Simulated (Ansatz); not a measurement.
The parent structure is MgB2 (space group I4/mmm, No. 139; a = 2.6640 Å, c = 8.3537 Å; a hypothetical phase, not in the database extracts checked; relaxed with 0.1 eV smearing). Axes: x, y, z lie along a, b, c of the conventional cell.

Now apply this change: uniaxial strain ε_yy = −2.86 %, all other strain components held at zero; the atoms relax in the strained cell.

Levels (all Ansatz, a program for electronic structure, PAW): PBEsol (420 eV, no spin-orbit coupling); r2SCAN (500 eV, no SOC).

The geometry is relaxed with PBEsol.

| Quantity | Result |
|---|---|
| PBEsol pressure | 3.4 GPa |

**Question.** What does r2SCAN give at this geometry for the pressure?

**Answer.** The pressure increases by 1.3 GPa (3.4 GPa → 4.7 GPa).

Single points use the geometry relaxed with PBEsol. Their cutoffs differ, which shifts pressures a little. No phonon test of stability was made. All final runs are without spin polarisation.
